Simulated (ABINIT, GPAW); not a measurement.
An ABINIT input for a self-consistent single point of BaCuSbO5 (P4mm, 8 atoms in the cell) (DFT, PBEsol, plane waves, PAW (JTH v2.0 PBE PAW, files made for PBE)):

```
# BaCuSbO5, JTH v2.0 PBE PAW
pp_dirpath "./"
pseudos "Ba.GGA_PBE-JTH.xml, Cu.GGA_PBE-JTH.xml, Sb.GGA_PBE-JTH.xml, O.GGA_PBE-JTH.xml"
acell 3*1.0
rprim
         6.9578052950    0.0000000000    0.0000000000
         0.0000000000    6.9578052950    0.0000000000
         0.0000000000    0.0000000000   17.3453198870
natom 8
ntypat 4
znucl 56 29 51 8
typat 1 2 3 4 4 4 4 4
xred
         0.0000000000    0.0000000000    0.0319700000
         0.5000000000    0.5000000000    0.2775100000
         0.5000000000    0.5000000000    0.7118600000
         0.0000000000    0.5000000000    0.6558300000
         0.5000000000    0.0000000000    0.6558300000
         0.0000000000    0.5000000000    0.2363600000
         0.5000000000    0.0000000000    0.2363600000
         0.5000000000    0.5000000000    0.9175800000
ecut 30 Ha
pawecutdg 60 Ha
pawovlp -1
pawxcdev 0
ixc -116133
occopt 3
tsmear 0.05 eV
nband 47
kptopt 1
ngkpt 7 7 3
nshiftk 1
shiftk 0 0 0
nstep 100
toldfe 1.0e-09
prtwf 0
prtden 0
enunit 2
```

Problem. Translate this input to GPAW.

Solution. One input that does it (others would too):

```python
from ase import Atoms
from ase.units import GPa
from gpaw import GPAW, PW, FermiDirac

atoms = Atoms(['Ba', 'Cu', 'Sb', 'O', 'O', 'O', 'O', 'O'],
              cell=[[3.681912, 0.000000, 0.000000],
                    [0.000000, 3.681912, 0.000000],
                    [0.000000, 0.000000, 9.178748]],
              positions=[[0.000000, 0.000000, 0.293445],
                         [1.840956, 1.840956, 2.547194],
                         [1.840956, 1.840956, 6.533984],
                         [0.000000, 1.840956, 6.019698],
                         [1.840956, 0.000000, 6.019698],
                         [0.000000, 1.840956, 2.169489],
                         [1.840956, 0.000000, 2.169489],
                         [1.840956, 1.840956, 8.422236]],
              pbc=True)

calc = GPAW(mode=PW(900),
            xc='PBEsol',
            kpts=(7, 7, 3),
            occupations=FermiDirac(0.05),
            nbands=-16,
            convergence={'density': 1e-05, 'energy': 1e-05},
            symmetry={'symmorphic': False, 'tolerance': 0.0005},
            maxiter=100)

atoms.calc = calc

energy = atoms.get_potential_energy()
print('Energy (eV):', round(energy, 6))
forces = atoms.get_forces()
print('Forces (eV/Ang):')
print(forces.round(5))
stress = atoms.get_stress()
print('Stress (GPa, Voigt):', (stress / GPa).round(4))
```

Basis, cutoffs, solver keys and any potentials are the target program's own. This input uses DFT PBEsol, plane waves, GPAW PAW datasets PBEsol (made by gpaw-setup).

The starting cell comes from a database of computed structures (which also holds hypothetical and non-ambient phases and stackings), without a prior relaxation at this level. Its lattice was rescaled by a random factor within 2.5 % of one. For this run, on top of that: lattice scaled by 0.98.
